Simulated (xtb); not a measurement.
xtb 6.7.1, GFN2-xTB: c1cc(-c2ccc3c(c2)oc2ccccc23)cc(-c2cc3cc4sccc4cc3s2)c1, 47 atoms. The geometry is a generated start, not checked to be a minimum at this level.

| Quantity | Value |
|---|---|
| method | GFN2-xTB |
| --acc | 1 (default) |
| --etemp (K) | 300 (default) |
| detailed input (--input) | none: ANC optimiser, Lindh (1995) Hessian, microcycle=20, maxdispl=1.0, hlow=0.01 (default) |
| basis functions | 152 |
| valence electrons | 146 |

The structure is relaxed from this start with --opt LEVEL for the levels crude, sloppy, loose, lax, normal, tight, vtight, extreme, once each. Up to the end of the extreme run atoms move by at most 1.1 Å along an axis.

Question: Choose the cheapest level whose final energy lies within 5 meV of that of extreme.

Answer: normal: 43 cycles against 69, ending 0.66 meV above.

```tsv
level	cycles	energy above the extreme run (meV)	gradient norm (eV/Å)
crude	5	54	0.24
sloppy	14	22	0.18
loose	17	18	0.17
lax	24	9.9	0.097
normal	43	0.66	0.027
tight	47	0.54	0.0093
vtight	65	under 0.01	0.0020
extreme	69	—	0.0026
```
